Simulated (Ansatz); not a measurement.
**Worked sum: formation energy of Sn_Al in Al (fcc, Fm-3m)**

We look at the formation energy of Sn_Al in Al (fcc, Fm-3m). Reaction: Sn (white tin) + 63 Al (fcc) → cell A.

A: a supercell of 64 sites of Al (fcc, Fm-3m) with Sn on an Al site (12 Al at 2.94 Å); spin state with PBE: run without spin.

Ansatz (an electronic-structure program) with PAW potentials; structures come from PBE relaxations, nuclei static, no net charge. Ansatz runs with its default PAW set. Larger cells are relaxed from a start prepared with the learned potential CHGNet, on a coarser mesh till forces fall under 0.03 eV/Å, which some starts already meet. A dispersion term (D3(BJ), or D4 for r2SCAN) was computed beside these levels and is taken off wherever the name lacks it. Spin-orbit coupling is left out. Mesh and cell size may move defect energies by 0.1 eV or more. Cell A has symmetry Fm-3m and got no random move, so less symmetric positions, which may lie lower, weren't tried.

Total energies of the cells in eV, at zero smearing width. They compare only within one column; the weights balance every element.

```csv
cell,atoms,weight,PBE
A: Al:Sn_Al,64,+1,-39886.27243
Sn (white tin),2,−1/2,-12048.34329
Al (fcc),64,−63/64,-34400.48348
```

PBE: (-39886.27243) − 1/2 × (-12048.34329) − 63/64 × (-34400.48348) = 0.875 eV.

What follows from the PBE value: With the reservoirs of the reaction as written, and without entropy terms or charged states, the share of sites that hold the defect in equilibrium is exp(−0.88 eV/k_BT) = 3.7×10^-5 at 1000 K.
